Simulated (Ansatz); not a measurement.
## Effect of biaxial strain −2.40 %, plane normal [001], relaxed out of plane on CsSnI3

Take CsSnI3 in the cubic perovskite structure (space group Pm-3m, No. 221; a = 6.031 Å) as the base. Axes: x, y, z lie along the cube axes.

One thing is altered: biaxial strain −2.40 %, plane normal [001], relaxed out of plane (Cartesian); in-plane vectors clamped, the third vector and the atoms free.

Calculations: LDA/PAW in Ansatz (a program for electronic structure), no spin-orbit coupling. Γ-centred 8×8×8 mesh, Fermi–Dirac width 0.05 eV.

* **Volume per atom**: 42.01 Å³ (base 43.86 Å³)
* **Space group**: P4/mmm (No. 123) (base Pm-3m (No. 221))
* **Energy relative to the base (free energy F)**: +9.8 meV/atom
* **Pressure (mean of the normal stresses, compression positive)**: 1.1 GPa (base 0.0 GPa)
* **Band gap**: zero (base zero)
* **Out-of-plane strain**: +0.53 % (rough)
* **Mean in-plane stress (compression positive)**: +1.6 GPa (rough)

Final structure (turned so that z lies along the plane normal):

```xyz
5
Lattice="5.8858 0.0000 0.0000 0.0000 5.8858 0.0000 0.0000 0.0000 6.0627" Properties=species:S:1:pos:R:3 pbc="T T T"
Cs     0.0000     0.0000     0.0000
Sn     2.9429     2.9429     3.0314
I      2.9429     0.0000     3.0314
I      0.0000     2.9429     3.0314
I      2.9429     2.9429     0.0000
```

Cost of the whole job for the changed cell (relaxation, final SCF and bands): about 90 core-seconds (a rough figure).

Without a gap, meshes like the base's 8×8×8 leave anisotropic stresses uncertain by several tenths of a GPa, and small strain energies with them. With I present, leaving out spin-orbit coupling can change the band edges. Whether these cells are dynamically stable was not tested. The final runs are not spin-polarised. Many cubic perovskites are stable only at high temperature; tilts and polar distortions were not tested. Gaps under 0.05 eV, about the width of the smearing, are given as zero. A zero or small gap of CsSnI3 can be the functional's error rather than a property of the material.
